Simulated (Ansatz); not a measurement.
The starting structures come from a database of crystals and need not be the phases stable at ambient conditions.

 Where the default PAW files enter, the runs use the earlier of Ansatz's two default sets.

The decay constant κ of evanescent states in the gap governs leakage through a thin film.

Data:

```yaml
crystal:
  lattice:
    - [5.84106, 0.00000, 0.00000]
    - [0.00000, 5.84106, 0.00000]
    - [2.92053, -2.92053, 4.13025]
  atoms:
    - { symbol: Ba, position: [0.25000, 0.25000, 0.50000] }
    - { symbol: Ba, position: [0.75000, 0.75000, 0.50000] }
    - { symbol: Zn, position: [0.50000, 0.50000, 0.00000] }
    - { symbol: W, position: [0.00000, 0.00000, 0.00000] }
    - { symbol: O, position: [0.23766, 0.76234, 0.00000] }
    - { symbol: O, position: [0.76234, 0.23766, 0.00000] }
    - { symbol: O, position: [0.23766, 0.23766, 0.00000] }
    - { symbol: O, position: [0.76234, 0.76234, 0.00000] }
    - { symbol: O, position: [0.23766, 0.76234, 0.52468] }
    - { symbol: O, position: [0.76234, 0.23766, 0.47532] }
```

Space group of this cell: Fm-3m. The cell is taken as given; by r2SCAN its mean pressure is -8.1 GPa.

Transport runs along the normal of the first two printed cell vectors, the (001) plane of the conventional cell.

No gap correction and no spin-orbit coupling; mid-gap values are interpolated between computed energies.

### Question
State the band gap and the smallest decay constant κ at mid-gap according to Ansatz (a program for electronic structure) with r2SCAN.

### Answer
Gap 3.25 eV on a 8×8×8 mesh; κ = 0.371 1/Å, at (0.500, 0.000) of the in-plane reciprocal vectors. At the zone centre, at the nearest computed energy, the slowest state has κ = 0.45 1/Å.
